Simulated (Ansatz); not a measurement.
The cell is built on a prototype and need not be the phase stable at ambient conditions.

By PBEsol, the system below comes out a metal.

Data:

```
CELL_PARAMETERS angstrom
      3.36118     0.00000     0.00000
      0.00000     4.75342     0.00000
      0.00000     2.37671     2.37671
ATOMIC_POSITIONS crystal
  Pd 0.00000 0.00000 0.00000
  Sb 0.50000 0.50000 0.00000
```

Space group of this cell: Pm-3m, CsCl type. The cell was relaxed by PBE-D3(BJ).

The current flows along the normal of the first two printed cell vectors. No spin-orbit coupling; the value is a mean over 0.1 eV about the Fermi level.

Q: Predict the ballistic conductance per area from PBEsol run with Ansatz (a program for electronic structure).

A: 0.91 × 10¹⁵ S/m² for both spins.
